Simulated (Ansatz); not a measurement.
**Sn: response to strain**

Base system: Sn in the diamond structure (space group Fd-3m, No. 227; a = 6.566 Å). Axes: x, y, z lie along the cube axes.

Strains are applied to the cell and any free atomic positions relax; under biaxial strain the out-of-plane vector relaxes too.

Calculations: r2SCAN in Ansatz (plane waves to 500 eV, PAW, scalar-relativistic without spin-orbit coupling).

Notes on the quantities. energy relative to the base: free energy F; pressure: mean of the normal stresses, compression positive.

| change | energy relative to the base | pressure | shortest interatomic distance |
|---|---|---|---|
| base | 0 meV/atom | 0.0 GPa | 2.843 Å |
| biaxial strain +0.42 %, plane normal [111], relaxed out of plane | +0.4 meV/atom | -0.3 GPa | 2.845 Å |
| biaxial strain +0.83 %, plane normal [111], relaxed out of plane | +1.4 meV/atom | -0.5 GPa | 2.847 Å |
| biaxial strain +1.25 %, plane normal [111], relaxed out of plane | +3.1 meV/atom | -0.7 GPa | 2.848 Å |
| biaxial strain +1.67 %, plane normal [111], relaxed out of plane | +5.5 meV/atom | -1.0 GPa | 2.850 Å |
| biaxial strain +2.08 %, plane normal [111], relaxed out of plane | +8.4 meV/atom | -1.2 GPa | 2.851 Å |
| biaxial strain +2.50 %, plane normal [111], relaxed out of plane | +12 meV/atom | -1.4 GPa | 2.852 Å |

Stability against distortions was not tested.

Ansatz is a program for electronic structure.
